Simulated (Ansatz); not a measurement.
# Au: stress against strain

Au (fcc, Fm-3m, 17.541 Å³/atom at rest, cube axes along x, y and z) under a strain ε along a cube axis (axis z), the other axes held. r2SCAN in Ansatz, a plane-wave DFT program (PAW, default set), 500 eV, 27×27×27 Γ-centred mesh, Fermi-Dirac smearing 0.10 eV; ions are relaxed within the symmetry of each cell. Stress is positive for a compressed cell.

Here s stands for strain and y for stress zz.

| strain (%) | stress zz (GPa) |
|---|---|
| -3.00 | ? |
| -1.50 | 2.59 |
| -1.00 | 1.69 |
| -0.50 | 0.83 |
| 0.00 | 0.00 |
| 0.50 | -0.80 |
| 1.00 | -1.58 |
| 1.50 | -2.32 |

The 7 complete rows are fitted with a straight line, y against s. Means: s 0, y 0.059. About the means, the sum of products is -11.450 and the sum of squares of s is 7.0000; the slope is their ratio. Least squares gives y = 0.059 - 1.6357·s. Residuals (row less fit): 0.077, -0.005, -0.047, -0.059, -0.041, -0.003, 0.075; standard error 0.062 (degrees of freedom: 5). The slope gives the elastic constant C11 = 164 ± 2 GPa.

Question: What does the fit predict for y at s = -3.00, and how far is the calculated value from it?

Answer: y = 0.059 - 1.6357 × (-3.0) = 4.966 GPa. The calculation gives 5.47 GPa, 0.504 GPa above the prediction (6.5 % of the range of y in the table). The row lies outside the fitted rows, so this is an extrapolation. From the scatter of the fitted rows alone, a prediction at this place has a standard error of 0.096 GPa, so the miss is 5.2 times that.

One order more, fitted to all 13 runs of the series, follows each within 0.02, so the miss is the next term of a smooth law. In a metal these values are sensitive to mesh and smearing; energies are taken to zero smearing, stresses follow the free energy. Rows are the converged runs of the series near zero and its far end; series whose fitted rows scatter by over a few per cent of the range, as at a crossing or softening among them, aren't shown in this form. Most that stay on the fit to the last digits aren't either.
